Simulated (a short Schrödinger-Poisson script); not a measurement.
Stack: gated Al0.4Ga0.6N/GaN polarisation-induced gas, at 20 K.

```
layer     material  thickness (nm)  Na (cm⁻³)
-----  -----------  --------------  ---------
1      Al0.4Ga0.6N              10          -
2              GaN            6000       1e15
```

Constants are typed, rounded textbook-type inputs, not results; the design itself was drawn at random and stands for no fabricated device. Al0.4Ga0.6N: permittivity 9.26, conduction-band edge (eV) 0.58, gap (eV) 4.258, electron mass (mₑ) 0.248, Nv at 300 K (cm⁻³) 4.6e19. GaN: permittivity 9.5, conduction-band edge (eV) 0, gap (eV) 3.43, Nv at 300 K (cm⁻³) 4.6e19.

Channel valleys (confinement mass, in-plane density-of-states mass, number): Γ 0.2, 0.2, 1. At the gate the conduction-band edge of layer 1 lies 1.36 eV − eVg above the Fermi level of the channel; the field vanishes at the back. Sheet of polarisation charge: +2e13 e/cm² at 10 nm from the gate. The barrier under the gate holds no holes. Gaps are held at their typed values at every temperature. Mesh 0.08 nm at interfaces.

From a short Schrödinger-Poisson script (our own, NumPy): 1D Poisson equation in equilibrium, electrons quantum, Hartree plus LDA exchange-correlation (BenDaniel-Duke, 40 states a valley, the channel's in-plane mass for all, wave functions free to enter the barrier), parabolic valleys, classical holes, full ionisation, no traps, pinning or gate leakage.

The same stack at other levels of the model or other numerical settings:

| run | sheet density of all electrons at Vg = 0.5 V (cm⁻²) | sheet density of all electrons at Vg = -2 V (cm⁻²) | capacitance at Vg = 0.5 V (μF/cm²) | centroid of the channel electrons at Vg = 0.5 V (nm) | rough cost against the base |
|---|---|---|---|---|---|
| base | 1.61e13 | 4.59e12 | 0.760 | 1.52 | about 1 |
| electrons treated as classical, Boltzmann | 1.81e13 | 5.46e12 | 0.813 | ? | 0.01 |
| electrons treated as classical, Fermi-Dirac | 1.59e13 | 4.64e12 | ? | 1.43 | 0.05 |
| electrons treated as quantum, Hartree | 1.59e13 | 4.42e12 | 0.756 | 1.65 | 0.6 |
| mesh six times as coarse | 1.61e13 | 4.58e12 | 0.761 | 1.47 | 0.3 |
| one subband a valley | 1.61e13 | 4.59e12 | 0.754 | ? | 0.2 |

Task: Fill in the missing entries.

Result: 
- electrons treated as classical, Fermi-Dirac, capacitance at Vg = 0.5 V (μF/cm²): 0.734
- one subband a valley, centroid of the channel electrons at Vg = 0.5 V (nm): 1.28
- electrons treated as classical, Boltzmann, centroid of the channel electrons at Vg = 0.5 V (nm): 0.11

The classical rows ignore confinement, and Boltzmann statistics overrate the density once the band edge passes the Fermi level.
